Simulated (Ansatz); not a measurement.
We consider CsCl-type AuZn (cubic form, which distorts at low temperature), described by PBE0 (Ansatz, a quantum-chemistry and plane-wave program, PAW).

Settings: plane-wave cutoff 460 eV, 8×8×8 k mesh, Fermi–Dirac smearing 0.05 eV, scalar-relativistic PAW data made under PBE.

Computed at the level's own relaxed cell.

**Question.** Estimate the volume per atom, bulk modulus B0 and equilibrium lattice constant a that the calculation returns.

**Answer.** 
* **volume per atom**: 15.91 Å³/atom
* **bulk modulus B0**: 124 GPa
* **equilibrium lattice constant a**: 3.169 Å

Measured, for comparison: bulk modulus 131 GPa (temperature not stated, no zero-point or thermal correction; as tabulated in Nepal et al. (2020), arXiv:2007.11150). Computed (rounded) less measured: bulk modulus -5 %.

Note: symmetry holds this phase in the static calculation, where it need not be a minimum.

Spin–orbit coupling is not included; it can shift volumes and moduli of such heavy elements.

The computed numbers hold no vibrational or temperature effects.

Computing time: roughly 15 core-minutes.
